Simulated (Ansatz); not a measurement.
# Effect of pressure 100 GPa on Rh

The parent structure is Rh in the fcc (Cu type) structure (space group Fm-3m, No. 225; a = 3.830 Å).

The change: cell and atoms relaxed at a pressure of 100 GPa.

Method: PBE (Ansatz, a quantum-chemistry and plane-wave program), no spin-orbit coupling, earlier PAW set. Settings: 21×21×21 k-points, 0.05 eV Fermi–Dirac smearing.

| quantity | base | changed | shift |
|---|---|---|---|
| volume per atom | 14.05 Å³ | 11.26 Å³ | -2.79 Å³ |
| density | 12.16 g/cm³ | 15.18 g/cm³ | +3.02 g/cm³ |
| lattice parameter a | 3.830 Å | 3.558 Å | -0.2727 Å |
| enthalpy H = E + PV relative to the base's energy | – | +7.72 eV/atom | – |
| band gap | zero | zero | – |

Final structure:

```
CELL_PARAMETERS angstrom
      0.00000     1.77877     1.77877
      1.77877     0.00000     1.77877
      1.77877     1.77877     0.00000
ATOMIC_POSITIONS crystal
  Rh 0.00000 0.00000 0.00000
```

Load acts through the strain it causes; cell and atoms are relaxed under it. Whether these cells are dynamically stable was not tested. No other phases were tried under pressure. All final runs are without spin polarisation.
